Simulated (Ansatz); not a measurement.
# Worked example: self-consistent single point of GaP (F-43m, 2 atoms in the cell) in Ansatz

Computed with PBE (plane waves, PAW; Ansatz, a first-principles code).

This input was run:

Ansatz 0.2 input:
```yaml
crystal:
  lattice:
    - [0.000000, 2.733175, 2.733175]
    - [2.733175, 0.000000, 2.733175]
    - [2.733175, 2.733175, 0.000000]
  atoms:
    - { symbol: Ga, position: [0.000000, 0.000000, 0.000000] }
    - { symbol: P, position: [0.250000, 0.250000, 0.250000] }
basis:
  ecutwfc: 420.0
kpoints:
  mp_grid: { grid: [8, 8, 8] }
hamiltonian:
  xc: pbe
  pseudopotentials: { kind: paw }
scf:
  occupations: { method: fermi_dirac, width: 0.02 }
output:
  forces: true
  eigenvalues: true
  stress: true
```

Output, abridged:

```
WARN ansatz: RAYON_NUM_THREADS=1 ignored (pool sized by the plan → 1); use --threads N
Pseudopotentials: kind: paw
Pseudopotential: Ga, paw, valence charge 13
Pseudopotential: P, paw, valence charge 5
Crystal: 2 atoms, lattice volume = 40.835 Å³
Basis set: ecut = 420 eV, 821 PW (Γ), exchange–correlation on 54×54×54 points (8 copies of the dense FFT grid, shifted against one another)
Bands: 13, of which v1, the nominal top of the filled ones, is band 9 counted from 1 (8 counted from 0)
Symmetry: 24 space group operations
Space group: F-43m (ITA 216), of the structure as read, at distance tolerance 3.4e-5 Å
k-points: 29 of 512 (time reversal used)
Initial density: superposition of atomic densities (neutral atoms: chi_scale 0, normalization atom), corrected by the library's trained network
Initial wavefunctions: pseudopotential atomic-orbital guess
Eigensolver: davidson
Functional: x = pbe(κ = 0.804, μ = 0.2195149727645171), c = pbe(β = 0.06672455060314922)
SCF iter   1: F=—  HF=-4539.553619 eV  |F-HF|=—  |Δ(HF+E_count)|=         —  Δρ=1.57e-3  dr2=1.36e-3  ethr=1.77e-3  ⟨swp⟩=6.7  Hψ=2573  notcnv=0
all-band conjugate gradients solve this SCF's bands
preconditioner: auto → none
SCF iter   2: F=—  HF=-4539.552737 eV  |F-HF|=—  |Δ(HF+E_count)|=   8.83e-4  Δρ=1.25e-3  dr2=4.43e-4  ethr=7.53e-6  ⟨swp⟩=2.6  Hψ=1009  notcnv=0
SCF iter   3: F=—  HF=-4539.552550 eV  |F-HF|=—  |Δ(HF+E_count)|=   1.87e-4  Δρ=4.02e-4  dr2=5.37e-5  ethr=2.46e-6  ⟨swp⟩=2.0  Hψ=740  notcnv=0
SCF iter   4: F=—  HF=-4539.552600 eV  |F-HF|=—  |Δ(HF+E_count)|=   5.02e-5  Δρ=1.17e-4  dr2=3.81e-6  ethr=2.99e-7  ⟨swp⟩=2.0  Hψ=643  notcnv=0
SCF iter   5: F=—  HF=-4539.552601 eV  |F-HF|=—  |Δ(HF+E_count)|=   1.26e-6  Δρ=3.21e-5  dr2=4.08e-7  ethr=2.11e-8  ⟨swp⟩=2.0  Hψ=639  notcnv=0
SCF iter   6: F=-4539.552602 eV  HF=-4539.552602 eV  |F-HF|=2.91e-8  |Δ(HF+E_count)|=   4.29e-7  Δρ=9.41e-6  dr2=2.30e-8  ethr=5.56e-10  ⟨swp⟩=7.0  Hψ=2020  notcnv=0
SCF 1 converged in 6 iterations: F = -4539.552602 eV  dr2 = 2.30e-8
SCF converged after 6 iterations
Free energy (F): -4539.552602 eV
Harris-Foulkes:  -4539.552602 eV  (|F-HF|=2.91e-8)
Internal energy: -4539.552602 eV  (E = F + TS)
E sigma→0 (E₀):  -4539.552602 eV
Fermi energy:    7.789105 eV
--- Per-component energies (eV) ---
  E_band       = -59.822892
  E_kinetic    = 186.041616
  E_local      = -2206.294143  (includes V_loc(G=0)·N_el)
  E_nonlocal   = 458.832865
  E_hartree    = 1019.771579
  E_xc         = -130.647087
  E_vxc        = -118.854344  (∫ρ·V_xc dr)
  E_paw        = -2558.418474  (= ΣΔE_a)
  E_vpaw       = -419.085933  (= ΣTr[D̂ρ^β])
  E_aug_tail   = -0.000105  (compensation charges beyond the density's cutoff)
  E_ewald      = -1308.838853
  E_smearing   = -0.000000  (= −TS)
  E_closure    = 0.000000  (closes the sum)
  Σ components = -4539.552602   (vs F -4539.552602, Δ=0.00e0)
--- Forces (eV/Å), atoms counted from 1 ---
  atom   1  Ga     0.00000000    -0.00000000    -0.00000000
  atom   2  P     -0.00000000     0.00000000     0.00000000
  max |Σ_I F_I| component: 5.55e-17 eV/Å
--- Stress (GPa, compression-positive) ---
        1.752851       0.000000       0.000000
       -0.000000       1.752851       0.000000
       -0.000000       0.000000       1.752851
  P = ⅓ Tr σ = 1.7529 GPa (17.529 kbar)
  The stress holds the Pulay correction. Without it, at fixed plane waves, as pw.x and ABINIT print it: P = 1.7130 GPa
--- Band table (eV; the first three rows and the last of 29) ---
  k-point 0: bands = ["-7.5409", "-7.5409", "-7.5409", "-7.4440", "-7.4440", "-5.4508", "6.9761", "6.9761", "6.9761", "8.7326", "10.8636", "10.8636", "10.8636"]
  k-point 1: bands = ["-7.5542", "-7.5363", "-7.5363", "-7.4440", "-7.4440", "-5.2507", "5.3499", "6.7497", "6.7497", "9.3798", "11.2088", "11.2088", "11.4240"]
  k-point 2: bands = ["-7.5836", "-7.5265", "-7.5265", "-7.4427", "-7.4427", "-4.6838", "3.1206", "6.3219", "6.3219", "9.1034", "11.7114", "11.7114", "13.2784"]
  k-point 28: bands = ["-7.6373", "-7.5033", "-7.4826", "-7.4586", "-7.4354", "-2.4364", "0.4659", "3.4426", "3.5983", "11.6755", "11.8008", "13.0530", "13.1224"]
```

The run converged in 6 iterations.

The starting cell has typed, rounded lattice constants, without a prior relaxation at this level. Its lattice was rescaled by up to half a per cent. Ansatz's pressure includes its estimate of the finite-basis (Pulay) stress.
